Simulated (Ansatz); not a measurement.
# A computed series for Al: pressure series

Start from Al in the fcc (Cu type) structure (space group Fm-3m, No. 225; a = 3.992 Å).

Cell and atoms are relaxed at each pressure.

Method: r2SCAN (Ansatz, a first-principles code; PAW; 500 eV plane waves; without spin-orbit coupling).

Notes on the quantities. enthalpy: H = E + PV relative to the base's energy.

```csv
change,enthalpy,lattice parameter a
base,–,3.992 Å
pressure −2 GPa,-0.20 eV/atom,?
pressure −1 GPa,-0.10 eV/atom,4.007 Å
pressure 3 GPa,+0.29 eV/atom,3.952 Å
pressure 7 GPa,+0.67 eV/atom,?
pressure 15 GPa,+1.39 eV/atom,3.831 Å
pressure 30 GPa,+2.65 eV/atom,3.726 Å
pressure 50 GPa,+4.20 eV/atom,?
pressure 75 GPa,+5.98 eV/atom,?
pressure 100 GPa,+7.64 eV/atom,3.452 Å
```

Task: What belongs in the blanks?

Result: 
- pressure −2 GPa, lattice parameter a: 4.022 Å
- pressure 7 GPa, lattice parameter a: 3.907 Å
- pressure 50 GPa, lattice parameter a: 3.624 Å
- pressure 75 GPa, lattice parameter a: 3.528 Å

Load acts through the strain it causes; cell and atoms are relaxed under it. No phonon test of stability was made. Competing high-pressure phases were not computed.
